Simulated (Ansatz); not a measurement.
Ag on the 1x1 (110) surface of bcc Ta, one in a 2x2 cell, energies for each (31.2 Å²). Energies are against an atom of fcc Ag, without zero-point or thermal terms; each row is named by its start.

These are PBE (plane waves to 420 eV, PAW; Ansatz, a quantum-chemistry and plane-wave program) values and carry that method's errors.

Model: 17-atom slab, 6.8 Å thick at the start under the adsorbate (thin: gaps and levels are the slab's own), 5x5x1 mesh, Fermi-Dirac 0.1 eV, dipole correction, 8 atoms held, the rest relaxed; each run with such symmetry as its start has; no spin, no spin-orbit, no U, no dispersion correction.

A negative adsorption energy means that the adsorbate is more stable on the surface than in its reference. Starts that drift may end in the same place. Heights count from the host atoms within 0.3 Å of the top one.

| starting site | E_ads (eV) | height (Å) | nearest host atom (Å) | bonded to | Δ work function (eV) | lateral drift (Å) |
|---|---|---|---|---|---|---|
| top Ta | 0.31 | 2.47 | Ta 2.61 | Ta | -0.95 | 0.0 |
| hollow Ta-Ta-Ta | -0.42 | 2.13 | Ta 2.78 | 4 Ta | -0.94 | 0.6 |
| bridge Ta-Ta (span 2.9 Å) | -0.13 | 2.28 | Ta 2.75 | 4 Ta | -0.98 | 0.0 |
| bridge Ta-Ta (span 3.3 Å) | -0.42 | 2.13 | Ta 2.78 | 4 Ta | -0.94 | 0.0 |
